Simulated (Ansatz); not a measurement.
Take NaI in the rock salt structure (space group Fm-3m, No. 225) as the base.

```xyz
2
Lattice="0.0000 3.2011 3.2011 3.2011 0.0000 3.2011 3.2011 3.2011 0.0000" Properties=species:S:1:pos:R:3 pbc="T T T"
Na     0.0000     0.0000     0.0000
I      3.2011     3.2011     3.2011
```

Computed with PBEsol (Ansatz, a program for electronic structure), scalar-relativistic without spin-orbit coupling.

Strains are applied to the cell and any free atomic positions relax.

One change was made to it. Results:

```json
[
 {"quantity": "mean gap deformation potential ΔEg/Δln V", "base": "–", "after": "-2.8 eV"},
 {"quantity": "valley order (the lowest conduction-band minima on the path, energy above the VBM, named in the base's zone)", "base": "Γ 3.60 eV; X along ⟨100⟩ 4.47 eV; L along ⟨111⟩ 4.96 eV", "after": "Γ 3.77 eV; X along ⟨100⟩ 4.50 eV; L along ⟨111⟩ 4.97 eV"},
 {"quantity": "energy relative to the base (free energy F)", "base": "0 meV/atom", "after": "+6.9 meV/atom"},
 {"quantity": "electron mass", "base": "0.26 mₑ (at Γ)", "after": "0.25 mₑ (at Γ)"}
]
```

**Question.** Which change produced these results?
A. isotropic strain −1.00 %
B. isotropic strain −3.00 %
C. isotropic strain −2.00 %

**Answer.** C, isotropic strain −2.00 %. For comparison, the valley order in the other runs: isotropic strain −3.00 % gives Γ 3.86 eV; X along ⟨100⟩ 4.52 eV; L along ⟨111⟩ 4.97 eV; isotropic strain −1.00 % gives Γ 3.68 eV; X along ⟨100⟩ 4.49 eV; L along ⟨111⟩ 4.97 eV.

Spin-orbit coupling, missing from the scalar runs, can matter with I. Effective masses come from finite differences of ±0.01 Å⁻¹. No phonon test of stability was made.
